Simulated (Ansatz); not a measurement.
Consider Au in the fcc (Cu type) structure (space group Fm-3m, No. 225; relaxed with 0.1 eV smearing).

```
CELL_PARAMETERS angstrom
      0.00000     2.02383     2.02383
      2.02383     0.00000     2.02383
      2.02383     2.02383     0.00000
ATOMIC_POSITIONS crystal
  Au 0.00000 0.00000 0.00000
```

Level of theory: LDA (Ansatz, a quantum-chemistry and plane-wave program, PAW, without spin-orbit coupling).

Base values:

```
Property    Value
--------  -------
Pressure  0.0 GPa
```

Perturbation: the cell is scaled by 1.0100 in all directions; the atoms relax in the strained cell.

Q: Estimate the effect on the pressure and energy relative to the base.

A: The pressure goes from zero to -5.3 GPa; the energy rises by 8.6 meV/atom.

Whether these cells are dynamically stable was not tested.
